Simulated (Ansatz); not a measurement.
An Ansatz (a quantum-chemistry and plane-wave program) run: ZrSi2 with a change (uniaxial stress, 1 GPa compression along z); DFT with PBE, PAW potentials and a 420 eV plane-wave cutoff in Ansatz, scalar-relativistic without spin-orbit coupling.

Input:

Ansatz 0.2 input:
```yaml
crystal:
  lattice:
    - [1.8522243681, -7.3960842788, 0]
    - [1.8522243681, 7.3960842788, 0]
    - [0, 0, 3.6789391188]
  atoms:
    - { symbol: Si, position: [0.946842011, 0.053157989, 0.75] }
    - { symbol: Si, position: [0.053157989, 0.946842011, 0.25] }
    - { symbol: Si, position: [0.2497862193, 0.7502137807, 0.75] }
    - { symbol: Si, position: [0.7502137807, 0.2497862193, 0.25] }
    - { symbol: Zr, position: [0.6053724184, 0.3946275816, 0.75] }
    - { symbol: Zr, position: [0.3946275816, 0.6053724184, 0.25] }
basis: { ecutwfc: 420, ecutrho_ratio: 4, xc_grid: 2, fft_grid_basis: typed }
kpoints: { mp_grid: { grid: [13, 13, 13] } }
hamiltonian:
  xc: pbe
  dispersion: none
  pseudopotentials: { kind: paw }
scf: { occupations: { method: fermi_dirac, width: 0.05 } }
relax: { f_tol: 0.005, max_steps: 50, cell: { stress_tol: 0.01, sigma_target: [0, 0, 1, 0, 0, 0] } }
output: { forces: true, stress: true }
checkpoint: { write: state.ck, write_every: 1000 }
```

Output (explanatory and most iteration lines left out):

```
Relaxation: its limit of steps is 50 (relax.max_steps)
Pseudopotential: Si, paw, valence charge 4
Pseudopotential: Zr, paw, valence charge 12
Crystal: 6 atoms, lattice volume = 100.797 Å³
Basis set: ecut = 420 eV, 1979 PW (Γ), exchange–correlation on 108×108×50 points (8 copies of the dense FFT grid, shifted against one another)
Bands: 26, of which v1, the nominal top of the filled ones, is band 20 counted from 1 (19 counted from 0)
Symmetry: 8 space group operations
Space group: Cmcm (ITA 63), of the structure as read, at distance tolerance 4.7e-5 Å
k-points: 343 of 2197
Functional: x = pbe(κ = 0.804, μ = 0.2195149727645171), c = pbe(β = 0.06672455060314922)
SCF iter   1: F=—  HF=-10914.906599 eV  |F-HF|=—  |Δ(HF+E_count)|=         —  Δρ=2.85e-3  dr2=1.04e-2  ethr=1.77e-3  ⟨swp⟩=6.3  Hψ=45804  notcnv=0
SCF iter   2: F=—  HF=-10914.906459 eV  |F-HF|=—  |Δ(HF+E_count)|=   1.40e-4  Δρ=1.48e-3  dr2=2.38e-3  ethr=2.60e-5  ⟨swp⟩=1.7  Hψ=13669  notcnv=0  defer=2
SCF 1 converged in 6 iterations: F = -10914.906660 eV  dr2 = 9.71e-9
relax step   1: F+E_penalty+E_count = -10914.90665965 eV  Δ(F+E_penalty+E_count) = +0.000e0 eV  max|allowed force component| = 6.316e-5 eV/Å  Δτ_max = 0.0000 Å  P = -0.000 GPa  Ω = 100.797 Å³  (6 SCF iters, dr2 threshold 1.00e-7 eV, accepted)
[... steps on the carried basis left out ...]
relax step   8: F+E_penalty+E_count = -10914.90534217 eV  Δ(F+E_penalty+E_count) = +2.980e-5 eV  max|allowed force component| = 1.673e-4 eV/Å  Δτ_max = 0.0000 Å  P = +0.333 GPa  Ω = 100.596 Å³  stress off target by 1.75e-3 GPa  SCF on the basis re-selected at this cell (its energy is not comparable with the rows above)  (5 SCF iters)
SCF converged after 5 iterations
Free energy (F): -10914.905342 eV
Internal energy: -10914.894422 eV  (E = F + TS)
E sigma→0 (E₀):  -10914.899882 eV
Entropy (-TS):   -0.010920 eV (-1.820 meV/atom)
Fermi energy:    12.644404 eV
--- Forces (eV/Å), atoms counted from 1 ---
  atom   1  Si     0.00000000     0.00007284    -0.00000000
  atom   2  Si     0.00000000    -0.00007284     0.00000000
  atom   3  Si     0.00000000     0.00000275     0.00000000
  atom   4  Si     0.00000000    -0.00000275    -0.00000000
  atom   5  Zr     0.00000000    -0.00016734     0.00000000
  atom   6  Zr     0.00000000     0.00016734    -0.00000000
--- Stress (GPa, compression-positive) ---
       -0.000281       0.000000       0.000000
        0.000000       0.000698       0.000000
        0.000000       0.000000       0.998250
  P = ⅓ Tr σ = 0.3329 GPa (3.329 kbar)
--- Relaxed structure (7 steps of the walk, 6 accepted, 1 SCFs on fresh bases) ---
  cell:  # Å, volume = 100.5958 Å³
    - [1.8546431732011444, -7.4027887333517, 0.0]
    - [1.8546431732011444, 7.4027887333517, 0.0]
    - [0.0, 0.0, 3.6634830418006654]
  atoms:
    - { symbol: Si, position: [0.9467983864418144, 0.0532016135581857, 0.7500000000000001] }
    - { symbol: Si, position: [0.0532016135581857, 0.9467983864418144, 0.25] }
    - { symbol: Si, position: [0.24964652606581783, 0.7503534739341822, 0.7500000000000001] }
    - { symbol: Si, position: [0.7503534739341822, 0.24964652606581783, 0.25] }
    - { symbol: Zr, position: [0.6054056007024433, 0.39459439929755663, 0.7500000000000001] }
    - { symbol: Zr, position: [0.39459439929755663, 0.6054056007024433, 0.25] }
```

Without a gap, meshes like the base's 13×13×13 leave anisotropic stresses uncertain by several tenths of a GPa, and small strain energies with them. Load acts through the strain it causes; cell and atoms are relaxed under it. sigma_target is in GPa, compression positive, in the order xx, yy, zz, yz, xz, xy. Stability under load was not tested beyond the relaxation. The final runs are not spin-polarised. The cell was made from ZrSi₂ (space group Cmcm, No. 63) by this change: uniaxial stress, 1 GPa compression along z.
